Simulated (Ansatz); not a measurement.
**A constructed model of the (000-1) surface of 4H silicon carbide, C-terminated, Si trimer, 2x2 (bottom of the slab: 4 H on 4 bottom sites)**

Level of theory: PBE (plane waves to 420 eV, PAW; Ansatz, a quantum-chemistry and plane-wave program).

Slab: 39 atoms, 11.5 Å thick at the start with caps and adatoms (thin: gaps and levels are the slab's own); k 5x5x1, smearing 0.025 eV, dipole-corrected; 8 atoms held, the rest relaxed; held to the start's symmetry, so lower structures may exist; no spin (no spin-polarised run to compare, though such a face may carry moments), no spin-orbit, no U. The slab shows no gap on its mesh. It is one candidate, not shown to be the stable structure of the face.

```json
{
  "work_function_of_the_top_face": "5.15 eV",
  "energy_released_by_relaxation": "0.80 eV",
  "cost": "around 7 core-minutes (rough)"
}
```
